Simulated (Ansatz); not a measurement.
# HgSe, response to strain

Take HgSe in the zinc blende structure (space group F-43m, No. 216) as the base.

```yaml
crystal:
  lattice:
    - [0.00000, 3.03148, 3.03148]
    - [3.03148, 0.00000, 3.03148]
    - [3.03148, 3.03148, 0.00000]
  atoms:
    - { symbol: Hg, position: [0.00000, 0.00000, 0.00000] }
    - { symbol: Se, position: [0.25000, 0.25000, 0.25000] }
```

Cartesian axes are those of the cell as printed.

Strains are applied to the cell and any free atomic positions relax; under biaxial strain the out-of-plane vector relaxes too.

Level of theory: LDA (Ansatz, a first-principles code, PAW, no spin-orbit coupling).

Notes on the quantities. energy relative to the base: free energy F; pressure: mean of the normal stresses, compression positive.

| change | energy relative to the base | shortest interatomic distance | pressure |
|---|---|---|---|
| base | 0 meV/atom | 2.625 Å | 0.0 GPa |
| biaxial strain −2.08 %, plane normal [111], relaxed out of plane | +6.8 meV/atom | 2.603 Å | 1.2 GPa |
| biaxial strain −0.83 %, plane normal [111], relaxed out of plane | +1.1 meV/atom | 2.617 Å | 0.5 GPa |
| biaxial strain −0.42 %, plane normal [111], relaxed out of plane | +0.3 meV/atom | 2.621 Å | 0.3 GPa |
| biaxial strain +0.42 %, plane normal [111], relaxed out of plane | +0.3 meV/atom | 2.629 Å | -0.3 GPa |
| biaxial strain +0.83 %, plane normal [111], relaxed out of plane | +1.1 meV/atom | 2.632 Å | -0.5 GPa |
| biaxial strain +1.25 %, plane normal [111], relaxed out of plane | +2.5 meV/atom | 2.635 Å | -0.8 GPa |
| biaxial strain +1.67 %, plane normal [111], relaxed out of plane | +4.4 meV/atom | 2.638 Å | -1.0 GPa |
| biaxial strain +2.08 %, plane normal [111], relaxed out of plane | +6.8 meV/atom | 2.640 Å | -1.3 GPa |
| biaxial strain +2.50 %, plane normal [111], relaxed out of plane | +9.9 meV/atom | 2.641 Å | -1.5 GPa |

The mesh was chosen for an insulator and is coarse for the gapless case. Stability against distortions was not tested. All final runs are without spin polarisation.
